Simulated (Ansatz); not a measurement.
Consider the following.

```xyz
6
Lattice="3.6099 0.0000 0.0000 0.0000 3.6099 0.0000 0.0000 0.0000 5.2821" Properties=species:S:1:pos:R:3 pbc="T T T"
Hf     0.0000     0.0000     0.0000
Hf     1.8050     1.8050     2.6411
O      0.0000     1.8050     1.0135
O      0.0000     1.8050     3.6545
O      1.8050     0.0000     1.6276
O      1.8050     0.0000     4.2687
```

No spin polarisation.

Computed with PBE (Ansatz, a quantum-chemistry and plane-wave program; PAW; 420 eV plane waves; without spin-orbit coupling), earlier PAW set. k-mesh 9×9×6 (Γ-centred); smearing 0.05 eV (Fermi–Dirac).

Q: Predict the electron mass, gap character, smallest direct gap and width of the top valence band.

A: 
- Electron mass: 1.0 mₑ along c, 0.90 mₑ across (at Γ)
- Gap character: indirect, Z → Γ
- Smallest direct gap: 4.73 eV
- Width of the top valence band: 0.93 eV

With Hf present, leaving out spin-orbit coupling can change the band edges. Load acts through the strain it causes; cell and atoms are relaxed under it. Masses are band curvatures over ±0.01 Å⁻¹ around the edge. Whether these cells are dynamically stable was not tested. The cell was made from HfO2 (space group P4_2/nmc, No. 137) by this change: pressure −1 GPa. This is not the structure that HfO2 has at room temperature and ambient pressure.
